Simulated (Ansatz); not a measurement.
The reference is ZnS in the wurtzite structure (space group P6_3mc, No. 186; a = 3.738 Å, c = 6.143 Å). Axes: x lies along a and z along c of the hexagonal cell.

Calculations: LDA in Ansatz (plane waves to 420 eV, PAW, no spin-orbit coupling).

Strains are applied to the cell and any free atomic positions relax.

One change was made to it. Results:

```json
[
 {"quantity": "valence-band top at Γ (three highest levels, from the VBM)", "base": "0.00, 0.00, -0.10 eV", "after": "0.00, -0.08, -0.12 eV"},
 {"quantity": "band gap", "base": "2.19 eV", "after": "2.03 eV"},
 {"quantity": "electron mass", "base": "0.15 mₑ along c, 0.18 mₑ across (at Γ)", "after": "0.15 mₑ along z, 0.17 mₑ across (at Γ)"}
]
```

Task: Which of these changes matches the shifts?
A. uniaxial strain ε_xx = +1.80 %
B. uniaxial strain ε_xx = +1.20 %
C. uniaxial strain ε_xx = +3.00 %
D. uniaxial strain ε_xx = +0.60 %

Result: C, uniaxial strain ε_xx = +3.00 %. For comparison, the band gap in the other runs: uniaxial strain ε_xx = +1.20 % gives 2.13 eV; uniaxial strain ε_xx = +1.80 % gives 2.10 eV; uniaxial strain ε_xx = +0.60 % gives 2.16 eV.

Masses are band curvatures over ±0.01 Å⁻¹ around the edge. Stability against distortions was not tested.

Ansatz is a program for electronic structure.
